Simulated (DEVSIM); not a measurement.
# Si n-i-p diode

System: Si n-i-p diode, at 400 K.

```tsv
layer (left to right)	material	thickness (μm)	Nd (cm⁻³)	Na (cm⁻³)	τn (s)	τp (s)
1	Si	0.460	7.3e17	-	9e-6	9e-6
2	Si	0.500	-	1.1e13	9e-6	9e-6
3	Si	4.20	-	1.5e19	9e-6	9e-6
```

Left contact: ohmic. Right contact: ohmic. Voltage is applied to the left contact. Recombination: SRH at mid-gap, radiative, Auger. Mobility is μmin + (μ − μmin)/(1 + (N/Nref)^α).

The device is made up for the run: typed textbook-type constants, with dimensions and the other settings drawn at random. Values at 300 K; Nc and Nv go as T^1.5, mobilities as T to minus their exponent, the gap by Varshni's rule with the affinity fixed.

```csv
parameter,Si
gap (eV),1.124
affinity (eV),4.05
permittivity,11.7
Nc (cm⁻³),2.86e19
Nv (cm⁻³),3.1e19
μn (cm²/Vs),1417
μp (cm²/Vs),470
"μn,min",52
"μp,min",45
"Nref,n",9.7e16
"Nref,p",2.2e17
αn,0.68
αp,0.72
T exponent of μn,2.3
T exponent of μp,2.2
B (cm³/s),4.7e-15
Cn (cm⁶/s),2.8e-31
Cp (cm⁶/s),9.9e-32
Varshni α (eV/K),0.000473
Varshni β (K),636
```

Model (solved in DEVSIM): 1D drift-diffusion, Boltzmann statistics, complete ionisation; no tunnelling, impact ionisation, image-force lowering or self-heating.

| Quantity | Result |
|---|---|
| Potential step across the device at zero bias | 0.915 V |
| Dark forward voltage at 1 A/cm² | 0.496 V |
| Dark forward voltage at 100 A/cm² | 0.657 V |

Dark forward current:

```json
[
 {"V (V)": "-0.05", "J (A/cm²)": "-2.5e-6"},
 {"V (V)": "-0.10", "J (A/cm²)": "-1.2e-5"},
 {"V (V)": "-0.15", "J (A/cm²)": "-4.9e-5"},
 {"V (V)": "-0.20", "J (A/cm²)": "-0.00020"},
 {"V (V)": "-0.30", "J (A/cm²)": "-0.0035"},
 {"V (V)": "-0.35", "J (A/cm²)": "-0.015"},
 {"V (V)": "-0.40", "J (A/cm²)": "-0.063"},
 {"V (V)": "-0.45", "J (A/cm²)": "-0.27"},
 {"V (V)": "-0.50", "J (A/cm²)": "-1.1"},
 {"V (V)": "-0.55", "J (A/cm²)": "-4.8"},
 {"V (V)": "-0.65", "J (A/cm²)": "-83"},
 {"V (V)": "-0.70", "J (A/cm²)": "-330"},
 {"V (V)": "-0.75", "J (A/cm²)": "-1200"},
 {"V (V)": "-0.80", "J (A/cm²)": "-3400"}
]
```

Dark reverse current:

| V (V) | J (A/cm²) |
|---|---|
| 0.10 | 1.0e-6 |
| 0.25 | 1.4e-6 |
| 0.50 | 1.7e-6 |
| 0.75 | 2.0e-6 |
| 1.00 | 2.1e-6 |
| 1.50 | 2.3e-6 |
| 2.00 | 2.4e-6 |
| 2.50 | 2.5e-6 |
